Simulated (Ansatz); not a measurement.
## SnS2 under a change: biaxial strain −3.86 %, plane normal [001], relaxed out of plane

The reference is SnS₂ in the CdI2 type structure (space group P-3m1, No. 164; a = 3.6694 Å, c = 5.8062 Å; layered, stacked along the Cartesian z axis). Axes: x lies along a and z along c of the hexagonal cell.

The change: biaxial strain −3.86 %, plane normal [001], relaxed out of plane (Cartesian); in-plane vectors clamped, the third vector and the atoms free.

The values are results of PBE-D3(BJ) (Ansatz, a program for electronic structure), no spin-orbit coupling, not measurements. Γ-centred 10×10×6 mesh, Fermi–Dirac width 0.05 eV.

| quantity | base | changed | shift |
|---|---|---|---|
| volume per atom | 22.57 Å³ | 21.50 Å³ | -1.07 Å³ |
| space group | P-3m1 (No. 164) | P-3m1 (No. 164) | – |
| shortest interatomic distance | 2.583 Å | 2.546 Å | -0.037 Å |
| pressure (mean of the normal stresses, compression positive) | 0.00 GPa | 4.47 GPa | +4.47 GPa |
| band gap | 1.27 eV | 1.31 eV | +0.04 eV |
| gap character | indirect, K–Γ (87 % along) → k = (0, 0.400, 1/3) in the run's primitive reciprocal basis | indirect, k = (0, 0.100, 0.167) in the run's primitive reciprocal basis → L–M (17 % along) | – |
| smallest direct gap | 1.70 eV | 1.89 eV | +0.19 eV |
| out-of-plane strain | – | +3.06 % | – |
| ratio −ε⊥/ε∥ | – | 0.79 | – |
| mean in-plane stress (compression positive) | – | +6.7 GPa | – |

Final structure (turned so that z lies along the plane normal):

```
CELL_PARAMETERS angstrom
      3.52776     0.00000     0.00000
      1.76388     3.05513     0.00000
      0.00000     0.00000     5.98361
ATOMIC_POSITIONS crystal
  Sn 0.00000 0.00000 0.00000
  S  0.33333 0.33333 0.25531
  S  0.66667 0.66667 0.74469
```

Cost of the whole job for the changed cell (relaxation, final SCF and bands): around 40 core-seconds (rough).

Stability against distortions was not tested.
